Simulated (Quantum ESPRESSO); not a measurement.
Input and output of a self-consistent single point for Ga4B2O9 (C2/m, 30 atoms in the cell) (Quantum ESPRESSO).

Method: PBEsol, GBRV 1.5 ultrasoft (PBESOL) pseudopotentials (plane waves; Quantum ESPRESSO 7.5).

```
CELL_PARAMETERS angstrom
      8.06201    -2.87183     0.00000
      8.06201     2.87183     0.00000
     -8.04143     0.00000     8.25424
ATOMIC_POSITIONS crystal
  Ga 0.99475 0.99475 0.86170
  Ga 0.00525 0.00525 0.13830
  Ga 0.00000 0.50000 0.00000
  Ga 0.50000 0.00000 0.00000
  Ga 0.00000 0.50000 0.50000
  Ga 0.50000 0.00000 0.50000
  Ga 0.25569 0.25569 0.26048
  Ga 0.74431 0.74431 0.73952
  B  0.79493 0.79493 0.29196
  B  0.20507 0.20507 0.70804
  B  0.49674 0.49674 0.78266
  B  0.50326 0.50326 0.21734
  O  0.77098 0.34148 0.85127
  O  0.22902 0.65852 0.14873
  O  0.65852 0.22902 0.14873
  O  0.34148 0.77098 0.85127
  O  0.01018 0.59494 0.36489
  O  0.98982 0.40506 0.63511
  O  0.40506 0.98982 0.63511
  O  0.59494 0.01018 0.36489
  O  0.28382 0.28382 0.12834
  O  0.71618 0.71618 0.87166
  O  0.84113 0.84113 0.63377
  O  0.15887 0.15887 0.36623
  O  0.37575 0.37575 0.64497
  O  0.62425 0.62425 0.35503
  O  0.78080 0.78080 0.15730
  O  0.21920 0.21920 0.84270
  O  0.10041 0.10041 0.09465
  O  0.89959 0.89959 0.90535
```

Reference input (self-consistent single point, DFT, PBEsol, plane waves, GBRV 1.5 ultrasoft (PBESOL) pseudopotentials): ecutwfc = 50 Ry; ecutrho = 250 Ry; occupations = smearing; smearing = fermi-dirac; degauss = 0.00147 Ry; potentials = {Ga: ga_pbesol_v1.4.uspp.F.UPF, B: b_pbesol_v1.4.uspp.F.UPF, O: o_pbesol_v1.2.uspp.F.UPF}; K_POINTS = automatic 3 3 2 1 1 1; conv_thr = 1e-10 Ry; mixing_beta = 0.7. This run's input differs from it in these lines:

```diff
@@ -13,4 +13,4 @@
  ntyp = 3,
- ecutwfc = 50,
- ecutrho = 250,
+ ecutwfc = 40,
+ ecutrho = 200,
  occupations = 'smearing',
```

Output (repeated stretches shortened):

```
     Self-consistent Calculation

     iteration #  1     ecut=    40.00 Ry     beta= 0.70

     total energy              =   -3917.68264323 Ry
     estimated scf accuracy    <      17.89903193 Ry

     iteration #  2     ecut=    40.00 Ry     beta= 0.70

     total energy              =   -3924.14151545 Ry
     estimated scf accuracy    <      17.00212219 Ry

     iteration #  3     ecut=    40.00 Ry     beta= 0.70

     total energy              =   -3927.20485899 Ry
     estimated scf accuracy    <       0.47016619 Ry

   [... 9 blocks of this kind left out ...]

     iteration # 13     ecut=    40.00 Ry     beta= 0.70

     total energy              =   -3927.27100027 Ry
     estimated scf accuracy    <          4.3E-09 Ry

     iteration # 14     ecut=    40.00 Ry     beta= 0.70
     End of self-consistent calculation

   [... 18 lines left out ...]

   [... 18 lines left out ...]

     the Fermi energy is     5.3493 ev

!    total energy              =   -3927.27100027 Ry
     estimated scf accuracy    <          7.8E-11 Ry
     smearing contrib. (-TS)   =       0.00000000 Ry
     internal energy E=F+TS    =   -3927.27100027 Ry

     convergence has been achieved in  14 iterations

     Forces acting on atoms (cartesian axes, Ry/au):

     atom    1 type  1   force =    -0.00473736    0.00000000    0.00525070
     atom    2 type  1   force =     0.00473736    0.00000000   -0.00525070
     atom    3 type  1   force =     0.00000000    0.00000000    0.00000000
     atom    4 type  1   force =     0.00000000    0.00000000    0.00000000
   [... lines left out ...]

     Total force =     0.048124     Total SCF correction =     0.000101

          total   stress  (Ry/bohr**3)                   (kbar)     P=      -78.76
  -0.00043531   0.00000000   0.00000615          -64.04        0.00        0.90
  -0.00000000  -0.00063416   0.00000000           -0.00      -93.29        0.00
   0.00000615   0.00000000  -0.00053664            0.90        0.00      -78.94

   JOB DONE.
```

The run converged in 14 iterations. Against the reference run the free energy rises by 13.0 meV/atom, the pressure moves little (-7.79 to -7.88 GPa), the largest force moves little (0.368 to 0.365 eV/Å) and the gap on the mesh hardly changes (3.145 to 3.144 eV).

The starting cell comes from a database of computed structures (which also holds hypothetical and non-ambient phases and stackings), without a prior relaxation at this level. Its lattice was rescaled by a random factor within 2.5 % of one. The shifted mesh does not hold Γ, so a gap read on it misses any band edge there.

Cost on one core of a shared machine: roughly 10 min.
